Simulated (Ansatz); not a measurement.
Band structure of Zr3Sc (P6_3/mmc, 8 atoms in the cell).

```
CELL_PARAMETERS angstrom
      6.52002     0.00000     0.00000
     -3.26001     5.64650     0.00000
      0.00000     0.00000     5.12767
ATOMIC_POSITIONS crystal
  Zr 0.16725 0.83275 0.25000
  Zr 0.83275 0.16725 0.75000
  Zr 0.33450 0.16725 0.75000
  Zr 0.66550 0.83275 0.25000
  Zr 0.16725 0.33450 0.25000
  Zr 0.83275 0.66550 0.75000
  Sc 0.33333 0.66667 0.75000
  Sc 0.66667 0.33333 0.25000
```

Method of the run: LDA (PW92), PAW files made with PBE (plane waves; Ansatz, a first-principles code).

Settings: basis.ecutwfc = 420 eV; kpoints.mp_grid.grid = 3 3 4; hamiltonian.xc = lda; hamiltonian.pseudopotentials = {kind: paw} (the program's default PAW files); scf.occupations.method = fermi_dirac; scf.occupations.width = 0.1 eV; kpoints.band_path.npoints = 8.

The starting cell comes from a database of computed structures (which also holds hypothetical and non-ambient phases and stackings), without a prior relaxation at this level.

Levels in eV from the Fermi level, bands 43 to 50:
```json
[
 {"point": "Γ", "43": "-1.48", "44": "-0.28", "45": "-0.28", "46": "0.12", "47": "0.61", "48": "0.75", "49": "0.75", "50": "0.78"},
 {"point": "M", "43": "-0.87", "44": "-0.86", "45": "-0.60", "46": "-0.58", "47": "-0.39", "48": "0.03", "49": "0.40", "50": "0.52"},
 {"point": "K", "43": "-0.85", "44": "-0.79", "45": "-0.79", "46": "-0.58", "47": "-0.58", "48": "-0.44", "49": "0.54", "50": "0.54"},
 {"point": "A", "43": "-0.61", "44": "-0.61", "45": "-0.61", "46": "-0.61", "47": "0.43", "48": "0.43", "49": "1.06", "50": "1.06"},
 {"point": "L", "43": "-0.45", "44": "-0.45", "45": "-0.22", "46": "-0.22", "47": "-0.20", "48": "-0.20", "49": "0.04", "50": "0.04"},
 {"point": "H", "43": "-0.47", "44": "-0.47", "45": "-0.35", "46": "-0.35", "47": "-0.19", "48": "-0.19", "49": "0.04", "50": "0.04"}
]
```

Bands cross the Fermi level along this path, so the cell is metallic at this level.

Keys are those of Ansatz 0.2.
